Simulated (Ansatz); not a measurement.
Take HfO2 in the fluorite structure (space group Fm-3m, No. 225; a = 5.059 Å) as the base. Axes: x, y, z lie along the cube axes.

Level of theory: r2SCAN/PAW in Ansatz (a program for electronic structure), scalar-relativistic without spin-orbit coupling, earlier PAW set.

A first run, uniaxial strain ε_yy = +0.79 %, gives secant values C11 ≈ 590 GPa and C12 ≈ 100 GPa from its stress. A second run applies isotropic strain −1.78 %.

**Question.** What does linear elasticity predict for the bulk modulus −ΔP/(ΔV/V₀) in the second run, and what does the run give?

**Answer.** Linear elasticity: (C11 + 2 C12)/3 = 260 GPa. The run gives 310 GPa; any difference comes from nonlinear terms at these strains and numerical noise.

No phonon test of stability was made. This is not the structure that HfO2 has at room temperature and ambient pressure.
